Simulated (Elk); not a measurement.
Band structure of PtAl2 (Fm-3m, 3 atoms in the cell).

```yaml
crystal:
  lattice:
    - [0.00000, 2.90004, 2.90004]
    - [2.90004, 0.00000, 2.90004]
    - [2.90004, 2.90004, 0.00000]
  atoms:
    - { symbol: Al, position: [0.25000, 0.25000, 0.25000] }
    - { symbol: Al, position: [0.75000, 0.75000, 0.75000] }
    - { symbol: Pt, position: [0.00000, 0.00000, 0.00000] }
```

Method of the run: Elk with PBE, all-electron FP-LAPW, Elk's shipped species files, default APW+lo basis.

Settings: xctype = 20; rgkmax = 7; stype = 3; swidth = 0.00367493 Ha; ngridk = 13 13 13; rmtscf = 0.89.

The starting cell has typed, rounded lattice constants, without a prior relaxation at this level. Its lattice was rescaled by a random factor within 2.5 % of one. Spin-orbit coupling is off. Spin polarisation is off. Values depend on the basis (sphere radii, cutoffs, local orbitals), which need not be converged.

Levels in eV from the Fermi level, bands 21 to 28:
| point | 21 | 22 | 23 | 24 | 25 | 26 | 27 | 28 |
|---|---|---|---|---|---|---|---|---|
| Γ | -3.96 | -3.96 | 3.30 | 3.92 | 3.92 | 3.92 | 5.70 | 5.70 |
| X | -4.02 | -3.61 | -3.41 | -1.74 | -1.74 | 3.50 | 3.50 | 8.36 |
| W | -4.02 | -3.46 | -2.93 | -2.93 | -0.93 | 5.44 | 5.44 | 6.38 |
| K | -4.21 | -3.89 | -3.21 | -2.10 | -0.67 | 3.52 | 5.63 | 6.98 |
| L | -3.90 | -3.70 | -3.70 | 1.01 | 1.01 | 3.86 | 5.39 | 5.39 |
| U | -4.21 | -3.89 | -3.21 | -2.10 | -0.67 | 3.52 | 5.63 | 6.98 |

Bands cross the Fermi level along this path, so the cell is metallic at this level.
